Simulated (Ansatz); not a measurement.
Consider CdTe in the zinc blende structure (space group F-43m, No. 216; a = 6.6186 Å).

Structures relaxed with plane-wave PAW DFT at the PBE level (Ansatz, a first-principles code, 420 eV), no SOC, earlier PAW set.

Base:

Simulated powder pattern, Cu Kα1, λ = 1.54056 Å (kinematic, ideal powder, no thermal factors, no anomalous dispersion; the 10 strongest lines at most, above 2 %, up to 2θ = 90°):

| 2θ (°) | I/Imax (%) | hkl |
|---|---|---|
| 23.26 | 100 | (111) |
| 38.44 | 80 | (220) |
| 45.41 | 49 | (311) |
| 55.49 | 13 | (400) |
| 60.97 | 20 | (331) |
| 69.52 | 27 | (422) |
| 74.42 | 15 | (511) |
| 82.35 | 8.4 | (440) |
| 87.03 | 15 | (531) |

Modification: a hydrostatic pressure of 22.5 GPa.

After the change:

Simulated powder pattern, Cu Kα1, λ = 1.54056 Å (kinematic, ideal powder, no thermal factors, no anomalous dispersion; the 10 strongest lines at most, above 2 %, up to 2θ = 90°):

| 2θ (°) | d (Å) | I/Imax (%) | hkl |
|---|---|---|---|
| 25.81 | 3.449 | 100 | (111) |
| 42.78 | 2.112 | 76 | (220) |
| 50.64 | 1.801 | 46 | (311) |
| 62.10 | 1.493 | 12 | (400) |
| 68.40 | 1.370 | 18 | (331) |
| 78.35 | 1.219 | 25 | (422) |
| 84.14 | 1.150 | 14 | (511) |

The indices refer to the base's conventional cell; one index is shown for lines that coincide.

Load acts through the strain it causes; cell and atoms are relaxed under it. Whether these cells are dynamically stable was not tested. Measured, CdTe leaves this structure (for cinnabar) near 3.53 GPa (temperature not stated; as listed in Datta, Sujoy, Jana, Debnarayan, arXiv (2020)), on rising pressure, with hysteresis.
